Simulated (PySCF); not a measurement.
PySCF 2.14.0, PBE/def2-svp, df: Cr(NH)(NMe)(Cl)(Br) (C[N]=[Cr](=[NH])([Cl])[Br]), 10 atoms. The geometry is a generated start, not checked to be a minimum at this level.

| Quantity | Value |
|---|---|
| task | energy |
| method | pbe |
| basis | def2-svp |
| two-electron scheme | density fitting |
| mol.max_memory | 3000 MB |
| mf.max_cycle | 100 |
| mf.init_guess | minao (default) |
| mf.DIIS | CDIIS (default) |
| mf.conv_tol | 1e-09 (default) |
| mf.grids.level | 3 (default) |
| basis functions | 143 |
| grid points | 141368 |

```xyz
10

Cr    -0.2211    -0.2950     1.1602
N      0.9661    -1.3853     1.4528
H      1.7267    -2.0555     1.4407
N     -0.2731     0.3447    -0.3509
C     -0.1078     0.6984    -1.6815
H     -0.9654     1.2816    -2.0402
H      0.8039     1.2974    -1.8012
H     -0.0083    -0.2055    -2.2972
Cl    -2.0624    -1.1537     1.5575
Br     0.1413     1.4729     2.5600
```

Charge 0 and multiplicity 1 are set for this test and not shown to be the ground state.

One run each on 2 threads, 1 BLAS thread. Values of diis_space tried: 3, 5, 8 (default), 12, 20.

### Question
Predict the course of the Fock builds along this series.

### Answer
Fewest Fock builds, within one of each other: 8 (default) with 20, 12 with 21, 20 with 20. The count rises to 32 at 5. The run ends without SCF convergence in 100 cycles at 3.

```json
[
 {"diis_space": "3", "Fock builds": "101", "end": "no convergence"},
 {"diis_space": "5", "Fock builds": "32", "end": "same solution"},
 {"diis_space": "8 (default)", "Fock builds": "20", "end": "same solution"},
 {"diis_space": "12", "Fock builds": "21", "end": "same solution"},
 {"diis_space": "20", "Fock builds": "20", "end": "same solution"}
]
```
